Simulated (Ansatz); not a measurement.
Take NaCl in the zinc blende structure (space group F-43m, No. 216; a = 6.1783 Å; a hypothetical phase, not in the database extracts checked) as the base.

Computed with plane-wave PAW DFT at the PBEsol level (Ansatz, a quantum-chemistry and plane-wave program, 420 eV), without spin-orbit coupling.

Base values:

| Quantity | Result |
|---|---|
| Volume per atom | 29.48 Å³ |
| Width of the top valence band | 0.35 eV |

Perturbation: a hydrostatic pressure of 2.1 GPa.

Question: How does this affect the volume per atom?

Answer: The volume per atom drops by 2.70 Å³ to 26.78 Å³.

Question: What happens to the width of the top valence band?

Answer: The width of the top valence band rises by 0.055 eV to 0.41 eV.

The levels and masses belong to the bands next to the band gap. Load acts through the strain it causes; cell and atoms are relaxed under it. Whether these cells are dynamically stable was not tested.
